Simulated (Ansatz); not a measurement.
The starting structures come from a database of crystals and need not be the phases stable at ambient conditions.

By PBEsol, the system below comes out a metal.

The ballistic (Sharvin) conductance counts the channels at the Fermi level: G/A = (e²/h) × channels of both spins per area.

Data:

```xyz
8
Lattice="3.9951 0.0000 0.0000 0.0000 3.9951 0.0000 1.9975 -1.9975 8.8814" Properties=species:S:1:pos:R:3 pbc="T T T"
Zr     3.9951     0.0000     2.1100
Zr     1.9975     1.9975     6.7714
Al     0.0000     1.9975     0.0000
Al     1.9975     0.0000     0.0000
Al     3.9951     1.9975     4.4407
Al     1.9975     0.0000     4.4407
Al     3.9951     0.0000     6.6559
Al     1.9975     1.9975     2.2255
```

Space group of this cell: I4/mmm. The cell is strained (lengths along the current scaled by 1.03, ions clamped); by PBEsol its mean pressure is -3.6 GPa.

The current flows along the normal of the first two printed cell vectors, the (001) (indices of the unstrained crystal) plane of the conventional cell. No spin-orbit coupling; the value is a mean over 0.1 eV about the Fermi level.

Q: Compute, with PBEsol (Ansatz, a quantum-chemistry and plane-wave program), the ballistic conductance per area.

A: 0.27 × 10¹⁵ S/m² for both spins.
